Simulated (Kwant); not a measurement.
System: wire with one Gaussian impurity in a Ge (holes) two-dimensional gas. Effective mass 0.06 mₑ, grid spacing 10 nm, hard walls, nominal width 300 nm (29 grid rows, so walls 300 nm apart), one parabolic valley, scattering region 900 nm long along x; energies count from the band bottom; Fermi energy swept from 5.5708e-05 to 0.0011838 eV. Impurity U exp(−r²/2σ²), U = -0.00097 eV, σ = 35 nm, 0 nm off the axis.

Constants are typed, rounded textbook-type inputs, not results; the design itself was drawn at random and stands for no fabricated device.

Computed with Kwant: effective-mass tight-binding model on a square grid, one spin, coherent transport at 0 K. Conductance is in e²/h.

Question: How many channels do the leads carry at E = 0.558 meV?

Answer: The hard-wall thresholds are n² ħ²π²/(2mW²) = n² × 0.0696 meV with W = 300 nm. √(0.558/0.0696) = 2.83, so 2.
